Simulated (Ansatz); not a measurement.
Results of PBEsol+SOC in Ansatz (PAW) for MgIn2O4 (Imma, No. 74, 14 atoms in the cell; start mp-676338).

Numerical settings: plane-wave cutoff 520 eV, 8×8×8 k mesh, Fermi–Dirac smearing 0.01 eV, PAW data made under PBE.

Cell (relaxed with PBEsol):

```cif
data_In4Mg2O8
_chemical_formula_sum 'Mg2 In4 O8'
_space_group_name_H-M_alt 'P 1'
_space_group_IT_number 1
_cell_length_a 6.27936
_cell_length_b 6.27936
_cell_length_c 6.27936
_cell_angle_alpha 120.420
_cell_angle_beta 119.150
_cell_angle_gamma 90.376
loop_
_space_group_symop_operation_xyz
  'x, y, z'
loop_
_atom_site_label
_atom_site_type_symbol
_atom_site_fract_x
_atom_site_fract_y
_atom_site_fract_z
_atom_site_occupancy
Mg1 Mg 0.50000 0.50000 0.50000 1
Mg2 Mg 0.50000 0.00000 0.00000 1
In1 In 0.88171 0.13171 0.75000 1
In2 In 0.11829 0.86829 0.25000 1
In3 In 0.00000 0.50000 0.50000 1
In4 In 0.50000 0.50000 0.00000 1
O1 O 0.26743 0.74278 0.52466 1
O2 O 0.73257 0.25722 0.47534 1
O3 O 0.71812 0.74278 0.97534 1
O4 O 0.28188 0.25722 0.02466 1
O5 O 0.26190 0.27569 0.51379 1
O6 O 0.73810 0.72431 0.48621 1
O7 O 0.26190 0.74811 0.98621 1
O8 O 0.73810 0.25189 0.01379 1
```

Q: Predict the band gap.

A: 
- band gap = 1.39 eV (direct)

Computed values are for the static lattice.

Cost on a shared machine: around 15 core-minutes (rough).

A start named mp-… is a Materials Project structure, which need not be a measured phase.

Ansatz is an electronic-structure program.
